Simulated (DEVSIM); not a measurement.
Device: isotype n-n heterojunction Al0.2Ga0.8As/GaAs, at 300 K.

Layer 1 from the left is Al0.2Ga0.8As, thickness (μm) 0.530, Nd (cm⁻³) 5.2e16, τn (s) 2.7e-9, τp (s) 2.7e-9. Layer 2 from the left is GaAs, thickness (μm) 0.130, Nd (cm⁻³) 3e15, τn (s) 2.7e-9, τp (s) 2.7e-10.

Left contact: ohmic. Right contact: ohmic. Voltage is applied to the left contact. Recombination: SRH at mid-gap, Auger. Mobility is constant in doping.

The device is made up for the run: typed textbook-type constants, with dimensions and the other settings drawn at random. Values at 300 K.

Al0.2Ga0.8As: gap (eV) 1.6734, affinity (eV) 3.912, permittivity 12.33, Nc (cm⁻³) 6.04e17, Nv (cm⁻³) 9e18, μn (cm²/Vs) 4980, μp (cm²/Vs) 250, Cn (cm⁶/s) 1e-30, Cp (cm⁶/s) 1e-30. GaAs: gap (eV) 1.424, affinity (eV) 4.07, permittivity 12.9, Nc (cm⁻³) 4.7e17, Nv (cm⁻³) 9e18, μn (cm²/Vs) 8500, μp (cm²/Vs) 400, Cn (cm⁶/s) 1e-30, Cp (cm⁶/s) 1e-30.

DEVSIM, 1D drift-diffusion, Boltzmann statistics, complete ionisation; no tunnelling, impact ionisation, image-force lowering or self-heating. Band offsets follow the typed affinities; no thermionic-emission limit at abrupt steps, no polarisation charge.

Problem. What does the simulation give for the potential step across the device at zero bias?

Solution. potential step across the device at zero bias 0.225 V.
